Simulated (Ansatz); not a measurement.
# A computed series for SrO: response to strain

Base system: SrO in the rock salt structure (space group Fm-3m, No. 225; a = 5.122 Å). Axes: x, y, z lie along the cube axes.

Strains are applied to the cell and any free atomic positions relax; under biaxial strain the out-of-plane vector relaxes too.

Level of theory: DFT with PBEsol, PAW potentials and a 420 eV plane-wave cutoff in Ansatz (a quantum-chemistry and plane-wave program), no SOC.

Notes on the quantities. energy relative to the base: free energy F; in-plane stress: mean in-plane stress (compression positive).

```csv
case,energy relative to the base,in-plane stress,ratio −ε⊥/ε∥
base,0 meV/atom,–,–
"biaxial strain −2.50 %, plane normal [111], relaxed out of plane",+13 meV/atom,+5.0 GPa,0.68
"biaxial strain −1.25 %, plane normal [111], relaxed out of plane",+3.1 meV/atom,+2.4 GPa,0.68
"biaxial strain −0.83 %, plane normal [111], relaxed out of plane",+1.3 meV/atom,+1.6 GPa,0.68
"biaxial strain −0.42 %, plane normal [111], relaxed out of plane",+0.3 meV/atom,+0.8 GPa,–
"biaxial strain +0.42 %, plane normal [111], relaxed out of plane",+0.3 meV/atom,-0.8 GPa,–
"biaxial strain +0.83 %, plane normal [111], relaxed out of plane",+1.3 meV/atom,-1.5 GPa,0.69
"biaxial strain +1.25 %, plane normal [111], relaxed out of plane",+2.9 meV/atom,-2.2 GPa,0.69
"biaxial strain +1.67 %, plane normal [111], relaxed out of plane",+5.2 meV/atom,-2.9 GPa,0.69
"biaxial strain +2.50 %, plane normal [111], relaxed out of plane",+12 meV/atom,-4.3 GPa,0.69
```

Stability against distortions was not tested.
